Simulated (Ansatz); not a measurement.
Data:

End structure of the (20-21) surface of hcp Co, ferromagnetic in its 1x1 cell, outermost plane spacing 0.17 Å in the ideal cut:

```
CELL_PARAMETERS angstrom
      2.49292     0.00000     0.00000
     -1.24646     8.34919     0.00000
      0.00000     0.00000    27.00000
ATOMIC_POSITIONS crystal
  Co 0.54557 0.09137 0.30702
  Co 0.91889 0.83811 0.31268
  Co 0.78056 0.56121 0.34225
  Co 0.15331 0.30687 0.34759
  Co 0.01264 0.02543 0.38095
  Co 0.38506 0.77041 0.38780
  Co 0.24703 0.49408 0.41924
  Co 0.61969 0.23960 0.42516
  Co 0.48060 0.96120 0.45843
  Co 0.85233 0.70487 0.46486
  Co 0.71335 0.42654 0.49674
  Co 0.08606 0.17228 0.50326
  Co 0.94708 0.89395 0.53514
  Co 0.31881 0.63762 0.54157
  Co 0.17972 0.35922 0.57484
  Co 0.55238 0.10474 0.58076
  Co 0.41435 0.82841 0.61220
  Co 0.78677 0.57339 0.61905
  Co 0.64610 0.29195 0.65241
  Co 0.01885 0.03761 0.65775
  Co 0.88052 0.76071 0.68733
  Co 0.25384 0.50745 0.69298
```

Slab: 22 atoms, 10.6 Å thick at the start; k 15x5x1, smearing 0.1 eV, dipole-corrected; all atoms relaxed; held to the part of the start's symmetry that mesh and held atoms allow; spin-polarised, no spin-orbit, no U.

Q: Estimate the surface energy (mean of both faces) that PBE run with Ansatz (a program for electronic structure) returns for this input.

A: 152 meV/Å²

Q: Estimate the work function of the top face that PBE returns for this input.

A: 4.75 eV
